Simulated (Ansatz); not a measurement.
## Worked example: self-consistent single point of Li₃YBi₂ (P3m1, 6 atoms in the cell) in Ansatz

Computed with PBEsol, default PAW files made with PBE (plane waves; Ansatz, a first-principles code).

Input as run:

Ansatz 0.2 input:
```yaml
# Li3YBi2
crystal:
  lattice:
    - [4.61481000, 0.00000000, 0.00000000]
    - [-2.30740500, 3.99654300, 0.00000000]
    - [0.00000000, 0.00000000, 7.28769800]
  atoms:
    - { symbol: Li, position_ang: [2.30740731, 1.33217967, 2.60754563] }
    - { symbol: Li, position_ang: [-0.00000231, 2.66436333, 4.73015326] }
    - { symbol: Li, position_ang: [0.00000000, 0.00000000, 3.64384900] }
    - { symbol: Y, position_ang: [0.00000000, 0.00000000, 0.00000000] }
    - { symbol: Bi, position_ang: [2.30740731, 1.33217967, 5.48464864] }
    - { symbol: Bi, position_ang: [-0.00000231, 2.66436333, 1.80304936] }
basis:
  ecutwfc: 420.0
kpoints:
  mp_grid: { grid: [8, 8, 5] }
hamiltonian:
  xc: pbesol
  pseudopotentials: { kind: paw }
scf:
  occupations: { method: gaussian, width: 0.1 }
output:
  forces: true
  eigenvalues: true
  stress: true
```

The program printed (abridged):

```
WARN the atoms were moved onto the symmetric positions of the space group found under crystal.symmetry.tolerance 1.0e-5 (fractional …
WARN ansatz: RAYON_NUM_THREADS=1 ignored (pool sized by the plan → 1); use --threads N
Pseudopotentials: kind: paw
Pseudopotential: Li, paw, valence charge 3
Pseudopotential: Y, paw, valence charge 11
Pseudopotential: Bi, paw, valence charge 15
Crystal: 6 atoms, lattice volume = 134.409 Å³
Basis set: ecut = 420 eV, 2671 PW (Γ), exchange–correlation on 64×64×100 points (8 copies of the dense FFT grid, shifted against one another)
Bands: 31, of which v1, the nominal top of the filled ones, is band 25 counted from 1 (24 counted from 0)
Symmetry: 6 space group operations
Space group: P3m1 (ITA 156), of the structure as read, at distance tolerance 5.1e-5 Å
k-points: 40 of 320 (time reversal used)
PAW frozen core: Y, regenerated for the run's functional, and the local potential with it
PAW frozen core: Bi, regenerated for the run's functional, and the local potential with it
Initial density: superposition of atomic densities (neutral atoms: chi_scale 0, normalization atom), corrected by the library's trained network
Initial wavefunctions: pseudopotential atomic-orbital guess
Eigensolver: davidson
Functional: x = pbesol(κ = 0.804, μ = 0.12345679012345678), c = pbesol(β = 0.046)
SCF iter   1: F=—  HF=-28892.375193 eV  |F-HF|=—  |Δ(HF+E_count)|=         —  Δρ=2.22e-3  dr2=2.01e-2  ethr=1.77e-3  ⟨swp⟩=6.4  Hψ=5869  notcnv=0
all-band conjugate gradients solve this SCF's bands
preconditioner: auto → Kerker (q_TF=auto, 2.314 Å⁻¹)
SCF iter   2: F=—  HF=-28892.371680 eV  |F-HF|=—  |Δ(HF+E_count)|=   3.51e-3  Δρ=1.20e-3  dr2=6.08e-3  ethr=4.02e-5  ⟨swp⟩=1.0  Hψ=1560  notcnv=0
SCF iter   3: F=—  HF=-28892.370557 eV  |F-HF|=—  |Δ(HF+E_count)|=   1.12e-3  Δρ=3.43e-4  dr2=7.48e-4  ethr=1.22e-5  ⟨swp⟩=2.0  Hψ=1391  notcnv=0
SCF iter   4: F=—  HF=-28892.370430 eV  |F-HF|=—  |Δ(HF+E_count)|=   1.27e-4  Δρ=8.62e-5  dr2=2.03e-5  ethr=1.50e-6  ⟨swp⟩=2.0  Hψ=1419  notcnv=0
SCF iter   5: F=—  HF=-28892.370423 eV  |F-HF|=—  |Δ(HF+E_count)|=   7.05e-6  Δρ=3.07e-5  dr2=2.79e-6  ethr=4.06e-8  ⟨swp⟩=2.0  Hψ=1498  notcnv=0
SCF iter   6: F=—  HF=-28892.370423 eV  |F-HF|=—  |Δ(HF+E_count)|=   4.89e-7  Δρ=6.44e-6  dr2=1.61e-7  ethr=5.59e-9  ⟨swp⟩=2.0  Hψ=1429  notcnv=0
SCF iter   7: F=-28892.370422 eV  HF=-28892.370423 eV  |F-HF|=2.24e-8  |Δ(HF+E_count)|=   2.59e-8  Δρ=2.70e-6  dr2=3.31e-8  ethr=2.00e-10  ⟨swp⟩=9.8  Hψ=5785  notcnv=0
SCF 1 converged in 7 iterations: F = -28892.370422 eV  dr2 = 3.31e-8
SCF converged after 7 iterations
Free energy (F): -28892.370422 eV
Harris-Foulkes:  -28892.370423 eV  (|F-HF|=2.24e-8)
Internal energy: -28892.367170 eV  (E = F + TS)
E sigma→0 (E₀):  -28892.368796 eV
Entropy (-TS):   -0.003253 eV (-0.542 meV/atom)
Fermi energy:    8.592721 eV
--- Per-component energies (eV) ---
  E_band       = -592.338700
  E_kinetic    = 980.319425
  E_local      = -4190.505755  (includes V_loc(G=0)·N_el)
  E_nonlocal   = 1070.258651
  E_hartree    = 1370.689322
  E_xc         = -503.837433
  E_vxc        = -528.083825  (∫ρ·V_xc dr)
  E_paw        = -23853.086516  (= ΣΔE_a)
  E_vpaw       = -665.706607  (= ΣTr[D̂ρ^β])
  E_aug_tail   = -0.000878  (compensation charges beyond the density's cutoff)
  E_ewald      = -3766.532264
  E_core_change = 0.328277  (= ΣΔE_core)
  E_smearing   = -0.003253  (= −TS)
  E_closure    = 0.000000  (closes the sum)
  Σ components = -28892.370422   (vs F -28892.370422, Δ=0.00e0)
--- Forces (eV/Å), atoms counted from 1 ---
  atom   1  Li    -0.00000000     0.00000000    -0.12296062
  atom   2  Li     0.00000000    -0.00000000     0.03051138
  atom   3  Li    -0.00000000     0.00000000    -0.00198616
  atom   4  Y      0.00000000     0.00000000     0.03999532
  atom   5  Bi    -0.00000000    -0.00000000     0.12209732
  atom   6  Bi     0.00000000     0.00000000    -0.06771380
  max |Σ_I F_I| component: 5.65e-5 eV/Å
--- Stress (GPa, compression-positive) ---
       -0.763145       0.000000      -0.000000
        0.000000      -0.763145      -0.000000
       -0.000000      -0.000000      -1.077491
  P = ⅓ Tr σ = -0.8679 GPa (-8.679 kbar)
  The stress holds the Pulay correction. Without it, at fixed plane waves, as pw.x and ABINIT print it: P = -0.8815 GPa
--- Band table (eV; the first three rows and the last of 40) ---
  k-point 0: bands = ["-37.9082", "-37.3185", "-37.3074", "-34.9557", "-14.9720", "-14.9720", "-14.9693", "-13.6710", "-13.6710", "-13.6469", "-13.6418", "-13.6418", "-13.6261", "-13.6258", "-13.6258", "-13.6176", "-13.6176", "-2.7759", "-1.9501", [...]
  k-point 1: bands = ["-37.9082", "-37.3185", "-37.3074", "-34.9557", "-14.9721", "-14.9721", "-14.9693", "-13.6697", "-13.6697", "-13.6466", "-13.6417", "-13.6417", "-13.6264", "-13.6261", "-13.6261", "-13.6187", "-13.6187", "-2.7156", "-2.0420", [...]
  k-point 2: bands = ["-37.9082", "-37.3185", "-37.3074", "-34.9557", "-14.9721", "-14.9721", "-14.9693", "-13.6674", "-13.6674", "-13.6461", "-13.6413", "-13.6413", "-13.6272", "-13.6272", "-13.6270", "-13.6203", "-13.6203", "-2.5601", "-2.2468", [...]
  k-point 39: bands = ["-37.9078", "-37.3184", "-37.3076", "-34.9543", "-14.9868", "-14.9835", "-14.9808", "-13.6645", "-13.6590", "-13.6440", "-13.6395", "-13.6389", "-13.6321", "-13.6262", "-13.6234", "-13.6201", "-13.6140", "-2.0116", "-1.9427", [...]
```

The run converged in 7 iterations.

The starting cell comes from a database of computed structures (which also holds hypothetical and non-ambient phases and stackings), without a prior relaxation at this level. Its lattice was rescaled by up to half a per cent. One atom was moved a little off its site on purpose. Spin-orbit coupling is off. Ansatz's pressure includes its estimate of the finite-basis (Pulay) stress.
